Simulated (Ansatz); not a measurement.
Work function of faces of fcc Al in PBE and in r2SCAN, in Ansatz (plane waves, PAW). Symmetric slabs relaxed with PBE from ideal cuts in 1x1 cells (the lowest computed cut and spin start of each face; real faces may reconstruct in larger cells); r2SCAN values are single points on them, with the bulk at the same level. No spin-orbit coupling, no U.

| face | PBE (eV) | r2SCAN (eV) |
|---|---|---|
| (100) | 4.24 | 4.31 |
| (110) | 4.14 | 4.19 |
| (111) | 4.03 | 4.08 |
| (210) | 4.30 | 4.39 |
| (211) | 4.20 | ? |
| (221) | 4.09 | 4.14 |
| (310) | 4.23 | 4.31 |
| (311) | 4.27 | 4.35 |
| (320) | 4.23 | 4.30 |

Question: Fit a straight line y = a·x + b by least squares to the 8 complete rows (x: PBE (eV); y: r2SCAN (eV)).

Answer: the means are x̄ = 4.1913 and ȳ = 4.2587; Σ(x − x̄)² = 0.062287 and Σ(x − x̄)(y − ȳ) = 0.071912, so a = 1.155 and b = ȳ − a·x̄ = -0.580. The largest residual is 0.010.

Question: What does the line predict for the withheld row, (211), and what did the calculation give?

Answer: the line gives 4.27; the calculation gave 4.27, a miss of 0.00, of the size of the fitted rows' scatter and rounding.

Ansatz is a quantum-chemistry and plane-wave program.
